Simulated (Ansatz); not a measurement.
Ansatz (an electronic-structure program) run on TiCo (Pm-3m, 2 atoms in the cell): self-consistent single point.

Computed with LDA (PW92), default PAW files made with PBE (plane waves; Ansatz).

```
CELL_PARAMETERS angstrom
      2.95505     0.00000     0.00000
      0.00000     2.95505     0.00000
      0.00000     0.00000     2.95505
ATOMIC_POSITIONS crystal
  Ti 0.00000 0.00000 0.00000
  Co 0.50000 0.50000 0.50000
```
Moments meant for the start (each program seeds them in its own way; μB, in the order of the atoms Ti Co): 1.0 3.0.

Reference input (self-consistent single point, DFT, PBE, plane waves, default PAW files): basis.ecutwfc = 420 eV; kpoints.mp_grid.grid = 8 8 8; hamiltonian.xc = pbe; hamiltonian.pseudopotentials = {kind: paw} (the program's default PAW files); magnetization.spin_polarized = true; scf.occupations.method = gaussian; scf.occupations.width = 0.1 eV. This run's input differs from it in these lines:

Ansatz 0.2 input:
```diff
@@ -13,3 +13,3 @@
 hamiltonian:
-  xc: pbe
+  xc: lda
   pseudopotentials: { kind: paw }
```

Output (repeated stretches shortened):

```
SCF iter   1: F=—  HF=-7514.764855 eV  |F-HF|=—  |Δ(HF+E_count)|=         —  Δρ=2.14e-1 (↑2.14e-1 ↓1.26e-1)  dr2=2.23e0  dr2_m=6.56e0  M=0.980 μB ∫|m|=1.244 μB  β_m=0.30  ethr=3.10e-3  ⟨swp⟩=3.8  Hψ=5397  notcnv=0
Mixer restart at iter 1: flushing history
all-band conjugate gradients solve this SCF's bands
preconditioner: auto → none
   [... lines left out ...]
SCF iter  16: F=-7513.933926 eV  HF=-7513.933926 eV  |F-HF|=1.86e-9  |Δ(HF+E_count)|=  9.61e-10  Δρ=2.24e-6 (↑2.24e-6 ↓2.15e-6)  dr2=5.01e-9  dr2_m=3.20e-12  M=0.000 μB ∫|m|=0.000 μB  β_m=0.98  ethr=4.07e-11  ⟨swp⟩=1.7  Hψ=1720  notcnv=0  defer=85
SCF iter  17: F=-7513.933926 eV  HF=-7513.933926 eV  |F-HF|=1.58e-8  |Δ(HF+E_count)|=   1.75e-9  Δρ=4.45e-6 (↑4.45e-6 ↓4.09e-6)  dr2=1.74e-8  dr2_m=7.89e-12  M=-0.000 μB ∫|m|=0.000 μB  ethr=1.73e-11  ⟨swp⟩=6.9  Hψ=4797  notcnv=0
SCF 1 converged in 17 iterations: F = -7513.933926 eV  dr2 = 1.74e-8
   [... lines left out ...]
WARN: the starting moments were not kept: the SCF closed with an absolute magnetisation of 6.8e-6 μB, where they sum to 4 μB in size (2 sites) …
Absolute magnetization: 0.0000 μB (∫|ρ↑−ρ↓|, with the PAW one-centre terms)
Free energy (F): -7513.933926 eV
Fermi energy:    16.863383 eV
   [... lines left out ...]
  atom   2  Co     0.00000000     0.00000000     0.00000000
--- Stress (GPa, compression-positive) ---
      -10.386872       0.000000       0.000000
       -0.000000     -10.386872       0.000000
        0.000000       0.000000     -10.386872
  P = ⅓ Tr σ = -10.3869 GPa (-103.869 kbar)
  The stress holds the Pulay correction. Without it, at fixed plane waves, as pw.x and ABINIT print it: P = -10.5378 GPa
```

The run converged in 17 iterations. Against the reference run the pressure goes from 6.07 to -10.39 GPa and the size of the net moment goes from 0.46 to 0.00 μB/atom.

The starting cell comes from a database of computed structures (which also holds hypothetical and non-ambient phases and stackings), without a prior relaxation at this level. Its lattice was rescaled by a random factor within 2.5 % of one. The starting moments vanished: the run ended non-magnetic, which need not be the lowest state. The program warned that a starting moment was not kept. With a pressure of about -10 GPa the cell is away from its equilibrium volume at this level. Ansatz's pressure includes its estimate of the finite-basis (Pulay) stress.
